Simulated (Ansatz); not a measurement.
Functionals compared on a constructed model of the (111) surface of fcc Al, a pseudomorphic layer of Co in the host's stacking (bottom of the slab: a bare face, its two planes held), in Ansatz (plane waves, PAW). The structure was relaxed with PBE; the other rows are single points on it. Cutoff 420 eV.

Slab: 7 atoms, 13.7 Å thick at the start with caps and adatoms (thin: gaps and levels are the slab's own); k 15x15x1, smearing 0.1 eV, dipole-corrected; 2 atoms held, the rest relaxed; held to the start's symmetry, so lower structures may exist; spin-polarised, ending with about 1.1 μB a cell; orders that need a larger cell were not tried, no spin-orbit, no U. In PBE it is, or lies within 0.01 eV a 1x1 cell of, the lowest of the 2 structures of its composition computed so far; subsurface sites and larger cells were not tried. These notes are the PBE run's.

| functional | work function of the top face (eV) | magnetic moment of the cell (μB) | rough cost of the single point |
|---|---|---|---|
| PBE | 4.60 | 1.06 | – |
| RPBE | ? | 1.10 | around 24 core-seconds (rough) |

**Question.** Fill in the missing entries.

**Answer.** 
- RPBE, work function of the top face (eV): 4.42

Ansatz is an electronic-structure program.
